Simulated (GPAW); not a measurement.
## Pressure against volume in hcp Zn (space group 194) (GPAW, LDA)

```xyz
2
Lattice="2.5565 0.0000 0.0000 -1.2783 2.2140 0.0000 0.0000 0.0000 4.7575" Properties=species:S:1:pos:R:3 pbc="T T T"
Zn     1.2783     0.7380     3.5681
Zn     0.0000     1.4760     1.1894
```

Method: LDA (Perdew-Wang 92), GPAW PAW datasets LDA (gpaw-data 1.0.1) (plane waves; GPAW). Settings: mode = pw; ecut = 780 eV; xc = LDA; kpts = 26 26 12; mesh shift (steps) = 0 0 0; occupations.name = fermi-dirac; occupations.width = 0.05 eV; nbands = -10; convergence.density = 1e-05 e/electron; symmetry.symmorphic = false; symmetry.tolerance = 0.0005; maxiter = 100. The cell above is the first row's. The rows scale it uniformly. In all rows fractional positions and the k mesh are held.

| V (Å^3/atom) | P (GPa) |
|---|---|
| 13.464 | 0.55 |
| 13.757 | -1.65 |
| 14.050 | -3.61 |
| 14.342 | -5.30 |
| 14.635 | -6.78 |
| 14.928 | -8.07 |
| 15.221 | -9.19 |
| 15.513 | -10.14 |
| 15.806 | ? |

**Question.** Fit P against V with a cubic, and predict the withheld value at V = 15.806.

**Answer.** With u = V - 14.5, the rows have u = -1.0360, -0.7430, -0.4500, -0.1580, 0.1350, 0.4280, 0.7210, 1.0130. Least squares gives P = -6.126 - 5.0364·u + 1.2078·u² - 0.1474·u³. Residuals (row less fit): -0.002, 0.007, -0.008, 0.000, 0.004, 0.002, -0.005, 0.002; standard error 0.007 (degrees of freedom: 4). The fitted pressure is zero at V0 = 13.53, where dP/dV = -7.783, so B0 = -V0·dP/dV = 105 GPa. At the withheld row, u = 1.3060, so P = -6.126 - 5.0364 × 1.3060 + 1.2078 × 1.3060² - 0.1474 × 1.3060³ = -10.972 GPa. The calculation gives -10.95 GPa, 0.022 GPa above the prediction (0.2 % of the range of P in the table). The row lies outside the fitted rows, so this is an extrapolation. From the scatter of the fitted rows alone, a prediction at this place has a standard error of 0.018 GPa, so the miss is 1.3 times that.

Carrying the step between the two nearest rows on in a straight line would have given -11.09, off by 0.14; series whose last step already gives the withheld value aren't shown. The scan was laid around a cell of about the measured size, scaled by a guess for this functional; axis ratios and inner coordinates come from that cell. The runs keep the symmetry of the cell, so they don't test it for distortions. The shape of the cell and the inner coordinates aren't relaxed, so V0 and B0 belong to this uniform scaling; a relaxed crystal lies no higher in energy and is usually softer. Cutoffs and mesh are single choices, not tested for convergence of this quantity. Series with a scatter that would blur these digits, or in which a gap closes, are not shown.
